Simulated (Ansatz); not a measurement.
Cubic perovskite CsSrF₃

Computed with PBEsol (Ansatz, an electronic-structure program, plane waves, PAW).

Numerical settings: plane-wave cutoff 500 eV, 8×8×8 k mesh, Fermi–Dirac smearing 0.05 eV, scalar-relativistic PAW data made under PBE.

Cell (relaxed at this level):

```cif
data_CsF3Sr
_chemical_formula_sum 'Cs1 Sr1 F3'
_space_group_name_H-M_alt 'P 1'
_space_group_IT_number 1
_cell_length_a 4.73787
_cell_length_b 4.73787
_cell_length_c 4.73787
_cell_angle_alpha 90.000
_cell_angle_beta 90.000
_cell_angle_gamma 90.000
loop_
_space_group_symop_operation_xyz
  'x, y, z'
loop_
_atom_site_label
_atom_site_type_symbol
_atom_site_fract_x
_atom_site_fract_y
_atom_site_fract_z
_atom_site_occupancy
Cs1 Cs 0.00000 0.00000 0.00000 1
Sr1 Sr 0.50000 0.50000 0.50000 1
F1 F 0.50000 0.00000 0.50000 1
F2 F 0.00000 0.50000 0.50000 1
F3 F 0.50000 0.50000 0.00000 1
```

```
Property                       Result
--------  ---------------------------
band gap  6.30 eV (on the SCF k mesh)
```

Note: the relaxation could not lower the start's symmetry, so the cell can be a saddle point above a distorted one.

Spin–orbit coupling is not included.

Static lattice: no zero-point or thermal effects.
